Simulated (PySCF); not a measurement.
PySCF 2.14.0, unrestricted R2SCAN/def2-svp, df: W(O)(F)4 cation ([O]=[W]([F])([F])([F])[F]), charge +1, multiplicity 2, 6 atoms. The geometry is a generated start, not checked to be a minimum at this level.

| Item | Result |
|---|---|
| task | energy |
| method | r2scan |
| basis | def2-svp |
| two-electron scheme | density fitting |
| mol.max_memory | 3000 MB |
| mf.max_cycle | 100 |
| mf.conv_tol | 1e-09 (default) |
| mf.grids.level | 3 (default) |
| effective core potentials | those of the basis set, past Kr |
| basis functions | 102 |
| grid points | 95440 |

```xyz
6

W      0.1047    -0.0609     0.0982
O      1.2321    -0.7161     1.1458
F     -1.1304     0.6464    -1.0472
F      0.0595     1.6673     0.8051
F      1.0449    -0.3195    -1.4961
F     -1.3108    -1.2173     0.4943
```

Charge 1 and multiplicity 2 are set for this test and not shown to be the ground state.

With the defaults (mf.DIIS = CDIIS, mf.diis_space = 8, mf.diis = true, mf.damp = 0, mf.diis_start_cycle = 1, mf.init_guess = minao, mf.level_shift = 0) it converges in 18 Fock builds. One run each on 2 threads, 1 BLAS thread, with these changes:
- mf.damp = 0.7, mf.diis_start_cycle = 8
- mf.level_shift = 1 Hartree
- mf.init_guess = huckel
- mf.diis = false, mf.damp = 0.7, mf.diis_start_cycle = 999
- mf.diis_space = 3
- mf.DIIS = EDIIS
- mf.diis = false
- mf.init_guess = mod_huckel
- mf.init_guess = atom

Name the settings that don't reach the solution of the defaults.

No convergence: mf.DIIS = EDIIS; mf.diis_space = 3; mf.diis = false; mf.diis = false, mf.damp = 0.7, mf.diis_start_cycle = 999 (the run ends without SCF convergence in 100 cycles). The rest reach the solution of the defaults.

| setting | Fock builds | end |
|---|---|---|
| the defaults | 18 | same solution |
| mf.init_guess = atom | 19 | same solution |
| mf.damp = 0.7, mf.diis_start_cycle = 8 | 22 | same solution |
| mf.init_guess = mod_huckel | 22 | same solution |
| mf.init_guess = huckel | 29 | same solution |
| mf.level_shift = 1 Hartree | 96 | same solution |
| mf.DIIS = EDIIS | 101 | no convergence |
| mf.diis_space = 3 | 101 | no convergence |
| mf.diis = false | 101 | no convergence |
| mf.diis = false, mf.damp = 0.7, mf.diis_start_cycle = 999 | 101 | no convergence |
